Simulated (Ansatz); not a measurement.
How far to go with the plane-wave cutoff: SiSbPt₅ (P4mm, 7 atoms in the cell)

```
SiSbPt5
1.0
    3.91277     0.00000     0.00000
    0.00000     3.91277     0.00000
    0.00000     0.00000     7.48421
Si Sb Pt
1 1 5
Direct
  0.50000   0.50000   0.00668
  0.00000   0.00000   0.50000
  0.00000   0.00000   0.00000
  0.50000   0.00000   0.74882
  0.50000   0.00000   0.25118
  0.00000   0.50000   0.74882
  0.00000   0.50000   0.25118
```

Method of the run: LDA (PW92), default PAW files made with PBE (plane waves; Ansatz, a first-principles code).

Base settings: basis.ecutwfc = 420 eV; kpoints.mp_grid.grid = 7 7 3; hamiltonian.xc = lda; hamiltonian.pseudopotentials = {kind: paw} (the program's default PAW files); scf.occupations.method = gaussian; scf.occupations.width = 0.1 eV.

The second cell is the first with its lattice scaled by 0.98.

The mesh stays at the base's, so the ladder's end is converged at best in this setting alone.

The first pressure column holds Ansatz's estimate of the finite-basis (Pulay) stress, which hides part of the cutoff error; the other is without it.

Only quantities that move along the ladder and can be compared are tabulated.

The count of work is k-points × plane waves × bands × iterations; it is no time. 

The starting cell comes from a database of computed structures (which also holds hypothetical and non-ambient phases and stackings), without a prior relaxation at this level. Its lattice was rescaled by up to half a per cent. One atom was moved a little off its site on purpose. Spin polarisation is off. In the base run, with a pressure of about -4 GPa the cell is away from its equilibrium volume at this level.

```tsv
basis.ecutwfc	free energy less the last step's (meV/atom)	energy of the compressed cell less the first (meV/atom)	pressure (GPa)	pressure without the Pulay estimate (GPa)	largest difference of a force vector from the last step's (eV/Å)	count of work / last
145 eV	57625.54	48.22	1.13	-1772.30	3.884	0.067
170 eV	25080.18	-195.58	-42.46	-972.02	1.527	0.076
190 eV	12822.52	-124.22	-34.88	-574.54	0.301	0.10
210 eV	6325.47	26.98	-8.15	-325.22	0.427	0.11
230 eV	2969.18	51.17	1.39	-176.07	0.491	0.12
250 eV	1291.29	42.68	1.22	-90.32	0.202	0.12
295 eV	157.87	22.58	-3.55	-18.59	0.018	0.16
335 eV	19.18	20.71	-3.66	-5.95	0.012	0.19
380 eV	2.79	20.46	-3.67	-3.82	0.003	0.23
420 eV	1.62	20.38	-3.68	-3.74	0.001	0.27
460 eV	0.86	20.31	-3.69	-3.73	0.001	0.30
505 eV	0.44	20.28	-3.69	-3.71	0.000	0.35
565 eV	0.29	20.27	-3.69	-3.70	0.000	0.42
630 eV	0.16	20.27	-3.69	-3.70	0.000	0.49
735 eV	0.06	20.27	-3.69	-3.70	0.000	0.62
840 eV	0.03	20.27	-3.69	-3.70	0.000	0.76
1010 eV	0.00	20.26	-3.69	-3.70	0.000	1.0
```

Coarsest basis.ecutwfc that holds the forces within 0.005 eV/Å of the last step, with all finer ones: 380 eV, at 0.23 of the last step's count of work; the step before is off by 0.012 eV/Å.

Coarsest basis.ecutwfc that holds the pressure without the Pulay estimate within 1 GPa of the last step, with all finer ones: 380 eV, at 0.23 of the last step's count of work; the step before is off by 2.3 GPa.

Coarsest basis.ecutwfc that holds the pressure within 0.05 GPa of the last step, with all finer ones: 335 eV, at 0.19 of the last step's count of work; the step before is off by 0.14 GPa.

The energy difference between the two cells stays within 1 meV/atom of the last step's from 335 eV on, the total only from 460 eV on: much of the error is common to both cells and cancels.

At the lowest cutoff the pressure without the Pulay estimate lies 1770 GPa under the last step's, the usual sign of Pulay stress in an incomplete plane-wave basis.

Keys are those of Ansatz 0.2.
